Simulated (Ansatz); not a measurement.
The reference is CaF₂ in the fluorite structure (space group Fm-3m, No. 225).

```
CaF2
1.0
    0.00000     2.75548     2.75548
    2.75548     0.00000     2.75548
    2.75548     2.75548     0.00000
Ca F
1 2
Direct
  0.00000   0.00000   0.00000
  0.25000   0.25000   0.25000
  0.75000   0.75000   0.75000
```

Calculations: PBE/PAW in Ansatz (a first-principles code), no spin-orbit coupling.

For the base:

The band gap is 7.14 eV. The gap character comes out as indirect, X → Γ.

One thing is altered: the cell is scaled by 0.9790 in all directions; the atoms relax in the strained cell.

Task: Estimate the effect on the energy relative to the base.

Result: The energy increases by 14 meV/atom.

Task: Estimate the effect on the band gap.

Result: The band gap increases by 0.38 eV to 7.52 eV.

Task: What happens to the gap character?

Result: The gap character stays indirect, X → Γ.

Stability against distortions was not tested.
